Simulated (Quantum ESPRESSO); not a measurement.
Input and output of a self-consistent single point for BaCd2 (Imma, 6 atoms in the cell) (Quantum ESPRESSO).

Method: LDA (PZ), GBRV 1.5 ultrasoft (LDA) pseudopotentials (plane waves; Quantum ESPRESSO).

```yaml
crystal:
  lattice:
    - [2.60045, 4.11620, 4.25148]
    - [-2.60045, 4.11620, 4.25148]
    - [-2.60045, -4.11620, 4.25148]
  atoms:
    - { symbol: Ba, position: [0.45133, 0.75000, 0.70133] }
    - { symbol: Ba, position: [0.54867, 0.25000, 0.29867] }
    - { symbol: Cd, position: [0.16407, 0.43754, 0.72653] }
    - { symbol: Cd, position: [0.83593, 0.56246, 0.27347] }
    - { symbol: Cd, position: [0.16407, 0.06246, 0.10161] }
    - { symbol: Cd, position: [0.83593, 0.93754, 0.89839] }
```

Reference input (self-consistent single point, DFT, PBEsol, plane waves, GBRV 1.5 ultrasoft (PBESOL) pseudopotentials): ecutwfc = 40 Ry; ecutrho = 200 Ry; occupations = smearing; smearing = fd; degauss = 0.0073499 Ry; potentials = {Ba: ba_pbesol_v1.uspp.F.UPF, Cd: cd_pbesol_v1.uspp.F.UPF}; K_POINTS = automatic 4 4 4 0 0 0; conv_thr = 1e-10 Ry; mixing_beta = 0.4. This run's input differs from it in these lines:

```diff
@@ -26,4 +26,4 @@
 ATOMIC_SPECIES
-Ba   137.3270  ba_pbesol_v1.uspp.F.UPF
-Cd   112.4140  cd_pbesol_v1.uspp.F.UPF
+Ba   137.3270  ba_lda_v1.uspp.F.UPF
+Cd   112.4140  cd_lda_v1.uspp.F.UPF
 ATOMIC_POSITIONS alat
```

Output, abridged:

```
     Self-consistent Calculation

     iteration #  1     ecut=    40.00 Ry     beta= 0.40

     Threshold (ethr) on eigenvalues was too large:
     Diagonalizing with lowered threshold

     negative rho (up, down):  2.702E-01 0.000E+00

     total energy              =    -598.87451785 Ry
     estimated scf accuracy    <       0.38999769 Ry

     iteration #  2     ecut=    40.00 Ry     beta= 0.40

     negative rho (up, down):  2.642E-01 0.000E+00

     total energy              =    -598.93433905 Ry
     estimated scf accuracy    <       0.01630231 Ry

     iteration #  3     ecut=    40.00 Ry     beta= 0.40

     negative rho (up, down):  2.615E-01 0.000E+00

     total energy              =    -598.93699121 Ry
     estimated scf accuracy    <       0.00244550 Ry

   [... 6 blocks of this kind left out ...]

     iteration # 10     ecut=    40.00 Ry     beta= 0.40

     negative rho (up, down):  2.605E-01 0.000E+00

     total energy              =    -598.93769806 Ry
     estimated scf accuracy    <          2.4E-09 Ry

     iteration # 11     ecut=    40.00 Ry     beta= 0.40

     negative rho (up, down):  2.605E-01 0.000E+00
     End of self-consistent calculation

     the Fermi energy is     9.2918 ev

!    total energy              =    -598.93769806 Ry
     estimated scf accuracy    <          4.3E-11 Ry
     smearing contrib. (-TS)   =      -0.01085467 Ry
     internal energy E=F+TS    =    -598.92684338 Ry

     convergence has been achieved in  11 iterations

     negative rho (up, down):  2.605E-01 0.000E+00

     Forces acting on atoms (cartesian axes, Ry/au):

     atom    1 type  1   force =     0.00000000    0.00000000    0.00139462
     atom    2 type  1   force =     0.00000000    0.00000000   -0.00139462
     atom    3 type  2   force =     0.00000000   -0.00065556    0.00115835
     atom    4 type  2   force =     0.00000000    0.00065556   -0.00115835
     atom    5 type  2   force =     0.00000000    0.00065556    0.00115835
   [... lines left out ...]
     Total force =     0.003313     Total SCF correction =     0.000008
   [... lines left out ...]

     negative rho (up, down):  2.605E-01 0.000E+00
          total   stress  (Ry/bohr**3)                   (kbar)     P=      -20.45
  -0.00015352   0.00000000   0.00000000          -22.58        0.00        0.00
   0.00000000  -0.00011881   0.00000000            0.00      -17.48        0.00
   0.00000000   0.00000000  -0.00014476            0.00        0.00      -21.29

   JOB DONE.
```

The run converged in 11 iterations. Against the reference run the pressure goes from -0.23 to -2.05 GPa and the largest force goes from 0.026 to 0.036 eV/Å.

The starting cell comes from a database of computed structures (which also holds hypothetical and non-ambient phases and stackings), without a prior relaxation at this level. Its lattice was rescaled by a random factor within 2.5 % of one.

Cost on one core of a shared machine: roughly 3 min.
